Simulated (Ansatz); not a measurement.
Take CdSe in the wurtzite structure (space group P6_3mc, No. 186; a = 4.383 Å, c = 7.154 Å) as the base.

Calculations: DFT with PBE, PAW potentials and a 420 eV plane-wave cutoff in Ansatz (a program for electronic structure), no spin-orbit coupling.

For the base:

The density comes out as 5.34 g/cm³. The band gap is 0.54 eV.

Perturbation: cell and atoms relaxed at a pressure of 1.8 GPa.

Task: Predict the new density.

Result: The density increases by 0.20 g/cm³, from 5.34 g/cm³ to 5.54 g/cm³.

Task: What does the calculation give for the band gap after the change?

Result: The band gap grows by 0.08 eV, from 0.54 eV to 0.62 eV.

Load acts through the strain it causes; cell and atoms are relaxed under it. Whether these cells are dynamically stable was not tested.
